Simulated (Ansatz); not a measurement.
## AlN, carrier doping

Consider AlN in the zinc blende structure (space group F-43m, No. 216).

```xyz
2
Lattice="0.0000 2.1889 2.1889 2.1889 0.0000 2.1889 2.1889 2.1889 0.0000" Properties=species:S:1:pos:R:3 pbc="T T T"
N      3.2833     3.2833     3.2833
Al     0.0000     0.0000     0.0000
```

Carriers are added at fixed cell with a uniform background; the Fermi–Dirac width is that of 300 K.

The values are results of PBEsol (Ansatz, a program for electronic structure), no spin-orbit coupling, not measurements.

Notes on the quantities. Fermi level from band edge: Fermi level relative to the doped band's edge (positive inside the band; to 0.05 eV).

```json
[
 {"electron density (10^21 cm⁻³)": "0.7", "Fermi level from band edge (eV)": "0.35"},
 {"electron density (10^21 cm⁻³)": "2", "Fermi level from band edge (eV)": "?"},
 {"electron density (10^21 cm⁻³)": "5", "Fermi level from band edge (eV)": "1.10"},
 {"electron density (10^21 cm⁻³)": "20", "Fermi level from band edge (eV)": "2.25"}
]
```

Fit E_F = C n^s, fitted as a line in log–log form (a parabolic band gives s = 2/3) to the rows shown and predict the withheld row.

Least squares on the printed values gives C = 0.43 eV, s = 0.56 (largest residual 0.05 eV); this predicts 0.64 eV, and the run gives 0.65 eV, in agreement.

Carriers are added with a uniform compensating background; total energy and stress of such cells depend on the potential's zero and are not compared; many-body gap narrowing is missing at this level. Whether these cells are dynamically stable was not tested. This is not the structure that AlN has at room temperature and ambient pressure.
